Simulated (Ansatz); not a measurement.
TiAl under a change: isotropic strain −2.00 %

The parent structure is TiAl (space group P4/mmm, No. 123; a = 2.813 Å, c = 4.062 Å; relaxed with 0.1 eV smearing).

The change: an isotropic linear strain of −2.00 %, atoms relaxed at fixed cell.

Computed with r2SCAN/PAW in Ansatz (an electronic-structure program), without spin-orbit coupling. Γ-centred 20×20×14 mesh, Fermi–Dirac width 0.1 eV.

The volume per atom drops by 0.945 Å³ (16.07 Å³ → 15.12 Å³) and the space group is still P4/mmm (No. 123). The shortest interatomic distance falls by 0.0563 Å to 2.756 Å and the energy goes up by 23 meV/atom. The pressure (mean of the normal stresses, compression positive) goes from zero to 8.2 GPa and the band gap is still zero.

Whether these cells are dynamically stable was not tested. All final runs are without spin polarisation.
